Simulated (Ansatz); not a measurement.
```yaml
crystal:
  lattice:
    - [3.98439, 0.00000, 0.00000]
    - [-1.99220, 3.45058, 0.00000]
    - [0.00000, 0.00000, 6.19593]
  atoms:
    - { symbol: Ti, position: [0.00000, 0.00000, 0.00000] }
    - { symbol: Ti, position: [0.00000, 0.00000, 0.50000] }
    - { symbol: Sb, position: [0.33333, 0.66667, 0.25000] }
    - { symbol: Sb, position: [0.66667, 0.33333, 0.75000] }
```

TiSb (P6_3/mmc), PBEsol, DFPT electron-phonon coupling, linearised Boltzmann equation (plane waves, PAW, scalar-relativistic; Ansatz, a program for electronic structure): the phonon-limited resistivity at 300 K is 100 μΩ·cm (x, the basal plane), 100 μΩ·cm (y, the basal plane), 26.4 μΩ·cm (z, c). Third figures are kept for the arithmetic.

**Question.** How anisotropic is it, and between which bounds lies a dense polycrystal with random grains and no boundary scattering?

**Answer.** Largest over smallest: 3.8. Upper bound, grains in series: (100 + 100 + 26.4)/3 = 75 μΩ·cm. Lower bound, grains side by side: 3/Σ(1/ρ) = 52 μΩ·cm. The best single-crystal direction lies 49 % under the lower bound.

**Question.** The current-weighted mean free path is 3.28 nm along x and 3.79 nm along z. How does ρ₀ℓ differ between these directions?

**Answer.** x: 100 × 3.28 = 33×10⁻¹⁶ Ω·m²; z: 26.4 × 3.79 = 10.0×10⁻¹⁶ Ω·m², a ratio of 3.3. The size effect in a wire also hangs on the velocities towards its walls, so the isotropic formulas don't carry over to this crystal.

A metal at this level (no band gap). Only scattering by harmonic phonons is included (no impurities, grain boundaries, electron-electron scattering or thermal expansion). Spin-orbit coupling is left out. Values near or above 100 μΩ·cm, or paths under about 2 nm, lie near resistivity saturation, where the Boltzmann equation overshoots. Halving the electron mesh (24x24x16) moves the resistivity by up to 1 % at 300 K, the mean free path by up to 5 %. Smearing 0.20 eV; phonons on a 4x4x3 q mesh, which this run doesn't test.

Formula and space group known from diffraction (Crystallography Open Database), not checked to be the room-temperature form: TiSb (P6_3/mmc).
